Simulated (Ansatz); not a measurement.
Consider CaF$_{2}$ in the fluorite structure (space group Fm-3m, No. 225; a = 5.4391 Å).

Calculations: r2SCAN/PAW in Ansatz (a program for electronic structure), scalar-relativistic without spin-orbit coupling.

One change was made to it. Results:

| quantity | base | after |
|---|---|---|
| valley order (the lowest conduction-band minima on the path, energy above the VBM, named in the base's zone) | Γ 8.03 eV; X along ⟨100⟩ 8.79 eV | Γ 8.15 eV; X along ⟨100⟩ 8.84 eV |
| volume per atom | 13.41 Å³ | 13.15 Å³ |

Which of these changes matches the shifts?
(A) pressure 9 GPa
(B) pressure 18 GPa
(C) pressure 1.8 GPa
(D) pressure 4.2 GPa
(E) pressure 30 GPa

C, pressure 1.8 GPa. For comparison, the valley order in the other runs: pressure 18 GPa gives Γ 8.95 eV; X along ⟨100⟩ 9.19 eV; pressure 9 GPa gives Γ 8.55 eV; X along ⟨100⟩ 9.02 eV; pressure 4.2 GPa gives Γ 8.29 eV; X along ⟨100⟩ 8.91 eV; pressure 30 GPa gives X along ⟨100⟩ 9.36 eV; Γ 9.39 eV.

The levels and masses belong to the bands next to the band gap. Load acts through the strain it causes; cell and atoms are relaxed under it. Stability against distortions was not tested. Competing high-pressure phases were not computed.
